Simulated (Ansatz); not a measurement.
## Sn: biaxial strain +2.50 %, plane normal [001], relaxed out of plane

Consider Sn in the diamond structure (space group Fd-3m, No. 227; a = 6.4745 Å; relaxed with 0.1 eV smearing). Axes: x, y, z lie along the cube axes.

Perturbation: biaxial strain +2.50 %, plane normal [001], relaxed out of plane (Cartesian); in-plane vectors clamped, the third vector and the atoms free.

Method: LDA (Ansatz, an electronic-structure program, PAW, without spin-orbit coupling). k-mesh 16×16×16 (Γ-centred); smearing 0.1 eV (Fermi–Dirac).

| quantity | base | changed | shift |
|---|---|---|---|
| volume per atom | 33.93 Å³ | 34.71 Å³ | +0.78 Å³ |
| space group | Fd-3m (No. 227) | I4_1/amd (No. 141) | – |
| shortest interatomic distance | 2.804 Å | 2.827 Å | +0.023 Å |
| energy relative to the base (free energy F) | 0 meV/atom | +8.2 meV/atom | +8.2 meV/atom |
| pressure (mean of the normal stresses, compression positive) | 0.0 GPa | -1.0 GPa | -1.0 GPa |
| band gap | zero | zero | – |
| out-of-plane strain | – | -2.62 % | – |
| ratio −ε⊥/ε∥ | – | 1.05 | – |

Final structure (turned so that z lies along the plane normal):

```
Sn
1.0
    4.69260     0.00000     0.00000
    0.00000     4.69260     0.00000
    2.34630    -2.34630     3.15243
Sn
2
Cartesian
  0.00000   0.00000   0.00000
  4.69260   2.34630   1.57621
```

Stability against distortions was not tested.
